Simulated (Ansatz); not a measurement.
The parent structure is KBr in the rock salt structure (space group Fm-3m, No. 225).

```
KBr
1.0
    0.00000     3.27453     3.27453
    3.27453     0.00000     3.27453
    3.27453     3.27453     0.00000
K Br
1 1
Direct
  0.00000   0.00000   0.00000
  0.50000   0.50000   0.50000
```

Cartesian axes are those of the cell as printed.

The values are results of PBEsol in Ansatz (plane waves to 420 eV, PAW, without spin-orbit coupling), not measurements.

Before the change:

| Property | Value |
|---|---|
| Valley order | Γ 4.34 eV; X along ⟨100⟩ 5.72 eV |
| Valence-band top at Γ | 0.00, 0.00, 0.00 eV |
| Pressure | 0.01 GPa |

It is then changed as follows: the cell is compressed by 2.00 % along z with no lateral relaxation, atoms relaxed at fixed cell.

What happens to the valley order?

The valley order (the lowest conduction-band minima on the path, energy above the VBM, named in the base's zone) changes from Γ 4.34 eV; X along ⟨100⟩ 5.72 eV to Γ 4.38 eV; X along [001] 5.66 eV; X along [100] 5.69 eV.

What does the calculation give for the valence-band top at Γ after the change?

The valence-band top at Γ (three highest levels, from the VBM) changes from 0.00, 0.00, 0.00 eV to 0.00, -0.01, -0.01 eV.

Estimate the effect on the pressure.

The pressure (mean of the normal stresses, compression positive) rises by 0.35 GPa (0.01 GPa → 0.36 GPa).

The levels and masses belong to the bands next to the band gap. The cells carry an imposed strain or load. Stability against distortions was not tested.

Ansatz is a program for electronic structure.
